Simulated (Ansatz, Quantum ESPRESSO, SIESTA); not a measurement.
## Li₅Mg (P1, 6 atoms in the cell) computed with different codes at matched settings

Self-consistent single point, at a second geometry (atoms moved at random). First geometry:

```
Li5Mg
1.0
    4.56066    -2.63391     0.00000
    4.56066     2.63391     0.00000
   -3.01374     0.00000     4.97391
Li Mg
5 1
Cartesian
  4.56066   2.61721   0.00000
  0.01185   0.00801   4.97262
  6.09572   0.00801   0.00129
  1.53427  -0.87757   2.49282
  4.57331  -0.87757   2.48109
  3.05379   1.75582   2.48696
```

Second geometry:
```yaml
crystal:
  lattice:
    - [4.56066, -2.63391, 0.00000]
    - [4.56066, 2.63391, 0.00000]
    - [-3.01374, 0.00000, 4.97391]
  atoms:
    - { symbol: Li, position: [0.01302, 0.99188, 0.99029] }
    - { symbol: Li, position: [0.33954, 0.32958, 0.00459] }
    - { symbol: Li, position: [0.66245, 0.66494, 0.00959] }
    - { symbol: Li, position: [0.49673, 0.16705, 0.49846] }
    - { symbol: Li, position: [0.82022, 0.51432, 0.49334] }
    - { symbol: Mg, position: [0.16804, 0.83223, 0.50372] }
```

Shared settings, as Ansatz (a first-principles code) writes them: kpoints.mp_grid.grid = 6 6 6; scf.occupations.method = fermi_dirac; scf.occupations.width = 0.05 eV. Potentials and cutoffs stand in the table.

```
code                                                                                                                                      model  ΔF from the first geometry (meV/atom)  pressure (GPa)  largest force (eV/Å)       cutoff
----------------  -----------------------------------------------------------------------------------------------------------------------------  -------------------------------------  --------------  --------------------  -----------
Ansatz                                                                                                          PBEsol, PAW files made with PBE                                    3.9            0.22                 0.200       420 eV
Quantum ESPRESSO                                                                           PBEsol, SSSP 1.1.2 efficiency (PBE) pseudopotentials                                    3.9            0.25                 0.201        40 Ry
SIESTA            GGA PBEsol, numerical atomic orbitals DZP, PseudoDojo PBEsol standard norm-conserving potentials (rewritten from UPF to PSML)                                    4.4            0.96                     –  grid 300 Ry
```

Size of the force on each atom (eV/Å): Sizes of forces hide their directions.

| code | Li1 | Li2 | Li3 | Li4 | Li5 | Mg6 |
|---|---|---|---|---|---|---|
| Ansatz | 0.200 | 0.061 | 0.160 | 0.058 | 0.190 | 0.144 |
| Quantum ESPRESSO | 0.201 | 0.061 | 0.160 | 0.058 | 0.190 | 0.145 |

A dash marks a value that a program does not give, or that is left out as unsure.

The spread over the programs that give each value: ΔF from the first geometry within 0.5 meV/atom; pressure within 0.74 GPa; largest force within 0.001 eV/Å.

SIESTA uses small atom-centred bases, whose incompleteness enters pressures, forces and empty levels differently from a plane-wave cutoff. Ansatz's pressure is given at a fixed set of plane waves, as the other plane-wave codes print theirs.

The starting cell comes from a database of computed structures (which also holds hypothetical and non-ambient phases and stackings), without a prior relaxation at this level. Its lattice was rescaled by a random factor within 2.5 % of one. For this run, on top of that: atoms moved at random.

Keys are those of Ansatz 0.2.
